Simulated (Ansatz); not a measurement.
An Ansatz (a program for electronic structure) run: C with a change (biaxial strain −4.86 %, plane normal [001], relaxed out of plane); Ansatz PBEsol-D3(BJ), no spin-orbit coupling.

Input:

Ansatz 0.2 input:
```yaml
crystal:
  lattice:
    - [2.3388065768, 0, 0]
    - [1.1694032884, 2.0254659101, 0]
    - [0, 0, 6.7229749639]
  atoms:
    - { symbol: C, position: [0, 0, 0.25] }
    - { symbol: C, position: [0, 0, 0.75] }
    - { symbol: C, position: [0.3333333333, 0.3333333333, 0.25] }
    - { symbol: C, position: [0.6666666667, 0.6666666667, 0.75] }
basis: { ecutwfc: 420, ecutrho_ratio: 4, xc_grid: 2, fft_grid_basis: typed }
kpoints: { mp_grid: { grid: [15, 15, 5] } }
hamiltonian:
  xc: pbesol
  dispersion: d3bj
  pseudopotentials: { kind: paw }
scf: { occupations: { method: fermi_dirac, width: 0.05 } }
relax: { f_tol: 0.005, max_steps: 50, cell: { stress_tol: 0.01, fix: [a, b, gamma] } }
output: { forces: true, stress: true }
checkpoint: { write: state.ck, write_every: 1000 }
```

Output (explanatory and most iteration lines left out):

```
Relaxation: its limit of steps is 50 (relax.max_steps)
Pseudopotential: C, paw, valence charge 4
Crystal: 4 atoms, lattice volume = 31.848 Å³
Basis set: ecut = 420 eV, 623 PW (Γ), exchange–correlation on 32×32×90 points (8 copies of the dense FFT grid, shifted against one another)
Bands: 12, of which v1, the nominal top of the filled ones, is band 8 counted from 1 (7 counted from 0)
Symmetry: 24 space group operations
Space group: P63/mmc (ITA 194), of the structure as read, at distance tolerance 3.2e-5 Å
k-points: 81 of 1125
Functional: x = pbesol(κ = 0.804, μ = 0.12345679012345678), c = pbesol(β = 0.046)
SCF iter   1: F=—  HF=-986.418558 eV  |F-HF|=—  |Δ(HF+E_count)|=         —  Δρ=6.37e-3  dr2=9.19e-3  ethr=1.77e-3  ⟨swp⟩=6.3  Hψ=5517  notcnv=0
SCF iter   2: F=—  HF=-986.417224 eV  |F-HF|=—  |Δ(HF+E_count)|=   1.33e-3  Δρ=3.60e-3  dr2=3.50e-3  ethr=5.75e-5  ⟨swp⟩=1.1  Hψ=1674  notcnv=0
SCF 1 converged in 6 iterations: F = -986.416136 eV  dr2 = 2.49e-10
relax step   1: F+E_penalty+E_count = -986.41613646 eV  Δ(F+E_penalty+E_count) = +0.000e0 eV  max|allowed force component| = 5.366e-16 eV/Å  Δτ_max = 0.0000 Å  P = +53.132 GPa  Ω = 31.848 Å³  fix = [a, b, gamma]  reactions: a +80.176, b +80.176 GPa  (6 SCF iters, dr2 threshold 1.00e-7 eV, accepted)
[... steps on the carried basis left out ...]
relax step   8: F+E_penalty+E_count = -986.41913702 eV  Δ(F+E_penalty+E_count) = -1.134e-4 eV  max|allowed force component| = 3.701e-16 eV/Å  Δτ_max = 0.0000 Å  P = +54.952 GPa  Ω = 30.944 Å³  energy of the carried Pulay correction = +1.119e-4 eV  fix = [a, b, gamma]  reactions: a +82.429, b +82.429 GPa  (8 SCF iters, dr2 threshold 4.62e-9 eV, accepted)
Crystal: 4 atoms, lattice volume = 30.944 Å³
SCF iter   1: F=—  HF=-986.419000 eV  |F-HF|=—  |Δ(HF+E_count)|=         —  Δρ=7.62e-6  dr2=2.76e-9  ethr=1.79e-7  ⟨swp⟩=3.8  Hψ=8275  notcnv=0
SCF iter   2: F=—  HF=-986.419001 eV  |F-HF|=—  |Δ(HF+E_count)|=   8.27e-7  Δρ=3.71e-6  dr2=5.12e-10  ethr=1.72e-11  ⟨swp⟩=3.2  Hψ=2084  notcnv=0
SCF 9 converged in 8 iterations: F = -986.419001 eV  dr2 = 5.06e-16
SCF converged after 8 iterations
Free energy (F): -986.419001 eV
Internal energy: -986.417747 eV  (E = F + TS)
E sigma→0 (E₀):  -986.418374 eV
Entropy (-TS):   -0.001254 eV (-0.313 meV/atom)
Fermi energy:    8.434214 eV
  E_disp       = -0.421864  (pairwise vdW)
--- Forces (eV/Å), atoms counted from 1 ---
  atom   1  C     -0.00000000     0.00000000     0.00000000
  atom   2  C     -0.00000000    -0.00000000     0.00000000
  atom   3  C      0.00000000    -0.00000000     0.00000000
  atom   4  C      0.00000000     0.00000000     0.00000000
--- Stress (GPa, compression-positive) ---
       82.430146       0.000000       0.000000
       -0.000000      82.430146       0.000000
        0.000000       0.000000      -0.009923
  P = ⅓ Tr σ = 54.9501 GPa (549.501 kbar)
--- Relaxed structure (6 steps of the walk, 6 accepted, 3 SCFs on fresh bases) ---
  cell:  # Å, volume = 30.9442 Å³
    - [2.3388065768306454, 8.969211915780396e-97, 0.0]
    - [1.1694032884153227, 2.02546591007346, 0.0]
    - [0.0, 0.0, 6.532207373718931]
  atoms:
    - { symbol: C, position: [3.8089115909856057e-31, -5.984064731179511e-31, 0.25] }
    - { symbol: C, position: [-3.364969786959266e-31, 4.0772780032782436e-31, 0.7499999999999999] }
    - { symbol: C, position: [0.33333333333333337, 0.3333333333333333, 0.25] }
    - { symbol: C, position: [0.6666666666666667, 0.6666666666666666, 0.7499999999999999] }
```

A case with no gap was solved on a k-mesh chosen for an insulator, which is coarse for it. No phonon test of stability was made. The cell was made from C in the graphite type structure (space group P6_3/mmc, No. 194; layered, stacked along the Cartesian z axis) by this change: biaxial strain −4.86 %, plane normal [001], relaxed out of plane.
